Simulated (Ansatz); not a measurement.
Consider the following.

```xyz
1
Lattice="0.0000 1.9468 1.9468 1.9468 0.0000 1.9468 1.9468 1.9468 0.0000" Properties=species:S:1:pos:R:3 pbc="T T T"
Pd     0.0000     0.0000     0.0000
```

No spin polarisation.

A single point on Pd with a change (pressure 7 GPa), its geometry relaxed with PBE.

Level of theory: r2SCAN, PAW, 500 eV (Ansatz, a quantum-chemistry and plane-wave program; spin-orbit coupling left out). Γ-centred 20×20×20 mesh, Fermi–Dirac width 0.05 eV.

Q: Estimate the band gap.

A: Zero.

Q: Predict the pressure.

A: 2.2 GPa.

Single points use the geometry relaxed with PBE. Load acts through the strain it causes; cell and atoms are relaxed under it. Stability against distortions was not tested. No other phases were tried under pressure. All final runs are without spin polarisation. The cell was made from Pd in the fcc (Cu type) structure (space group Fm-3m, No. 225) by this change: pressure 7 GPa. Pd has a high density of states at the Fermi level and may be magnetic at this level.
